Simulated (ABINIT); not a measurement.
**Convergence series on Os (P6_3/mmc, 2 atoms in the cell)**

```yaml
crystal:
  lattice:
    - [2.67912, 0.00000, 0.00000]
    - [-1.33956, 2.32019, 0.00000]
    - [0.00000, 0.00000, 4.22075]
  atoms:
    - { symbol: Os, position: [0.33333, 0.66667, 0.25000] }
    - { symbol: Os, position: [0.66667, 0.33333, 0.75000] }
```

Computed with revPBE, PAW (JTH v2.0 PBE PAW, files made for PBE) (plane waves; ABINIT).

The starting cell comes from a database of computed structures (which also holds hypothetical and non-ambient phases and stackings), without a prior relaxation at this level. Its lattice was rescaled by a random factor within 2.5 % of one. Spin polarisation is off. The potentials were made for another functional than the one used. In the base run, with a pressure of about 45 GPa the cell is away from its equilibrium volume at this level.

Held fixed: pseudos = [Os.GGA_PBE-JTH.xml]; pawxcdev = 0; ixc = 14; occopt = 6; tsmear = 0.1 eV; ngkpt = 10 10 5; nshiftk = 1; shiftk = 0 0 0; potentials = JTH v2.0 PBE PAW; nband = 13; kptopt = 1; nstep = 60; tolvrs = 1e-11. Moved along with it: pawecutdg.

ΔF is the free energy per atom less that of the last row (80 Ry).

The series runs over ecut = 16 Ry; 20 Ry; 24 Ry; 28 Ry; 32 Ry; 36 Ry; 40 Ry; 46 Ry; 52 Ry; 60 Ry; 70 Ry; 80 Ry.

Q: From which setting on does the pressure stay within 0.05 GPa of the last one?

A: From ecut = 46 Ry on; the one before it is off by 0.13 GPa. The value it settles on is 44.96 GPa at this level of theory and with the other settings as held.

Q: From which setting on does the energy stay within 0.5 meV/atom of the last one?

A: From ecut = 60 Ry on; the one before it is off by 0.66 meV/atom.

| ecut | ΔF (meV/atom) | pressure (GPa) | plane waves | iterations |
|---|---|---|---|---|
| 16 Ry | 117.2 | 33.96 | 208 | 9 |
| 20 Ry | 30.7 | 44.77 | 276 | 10 |
| 24 Ry | 21.1 | 44.13 | 362 | 9 |
| 28 Ry | 6.9 | 44.59 | 464 | 10 |
| 32 Ry | 3.8 | 44.95 | 557 | 9 |
| 36 Ry | 3.5 | 44.89 | 673 | 10 |
| 40 Ry | 2.2 | 44.83 | 770 | 10 |
| 46 Ry | 0.78 | 44.95 | 952 | 9 |
| 52 Ry | 0.66 | 44.95 | 1138 | 11 |
| 60 Ry | 0.27 | 44.95 | 1405 | 11 |
| 70 Ry | 0.09 | 44.97 | 1766 | 11 |
| 80 Ry | 0.00 | 44.96 | 2153 | 11 |
